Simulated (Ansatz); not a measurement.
**WSe2: response to strain**

Consider WSe$_{2}$ (space group P6_3/mmc, No. 194; layered, stacked along the Cartesian z axis).

```yaml
crystal:
  lattice:
    - [3.23049, 0.00000, 0.00000]
    - [-1.61525, 2.79769, 0.00000]
    - [0.00000, 0.00000, 12.41108]
  atoms:
    - { symbol: W, position: [0.66667, 0.33333, 0.75000] }
    - { symbol: W, position: [0.33333, 0.66667, 0.25000] }
    - { symbol: Se, position: [0.66667, 0.33333, 0.38545] }
    - { symbol: Se, position: [0.33333, 0.66667, 0.88545] }
    - { symbol: Se, position: [0.33333, 0.66667, 0.61455] }
    - { symbol: Se, position: [0.66667, 0.33333, 0.11455] }
```

Cartesian axes are those of the cell as printed.

Strains are applied to the cell and any free atomic positions relax; under biaxial strain the out-of-plane vector relaxes too.

Level of theory: PBEsol-D3(BJ) (Ansatz, a quantum-chemistry and plane-wave program), scalar-relativistic without spin-orbit coupling.

| variant | hole mass | smallest direct gap | out-of-plane strain |
|---|---|---|---|
| base | 1.5 mₑ along c, 0.60 mₑ across (at Γ) | 1.65 eV | – |
| biaxial strain −3.00 %, plane normal [001], relaxed out of plane | 0.44 mₑ out of plane, 0.52 mₑ in plane (at K) | 1.38 eV | +1.26 % |
| biaxial strain −2.40 %, plane normal [001], relaxed out of plane | 1.2 mₑ out of plane, 0.84 mₑ in plane (at Γ) | 1.44 eV | +1.00 % |
| biaxial strain −1.80 %, plane normal [001], relaxed out of plane | 1.2 mₑ out of plane, 0.77 mₑ in plane (at Γ) | 1.49 eV | +0.75 % |
| biaxial strain −1.20 %, plane normal [001], relaxed out of plane | 1.3 mₑ out of plane, 0.70 mₑ in plane (at Γ) | 1.54 eV | +0.49 % |
| biaxial strain −0.60 %, plane normal [001], relaxed out of plane | 1.4 mₑ out of plane, 0.64 mₑ in plane (at Γ) | 1.60 eV | +0.24 % |

Spin-orbit coupling, missing from the scalar runs, can matter with W. Effective masses come from finite differences of ±0.01 Å⁻¹. No phonon test of stability was made.
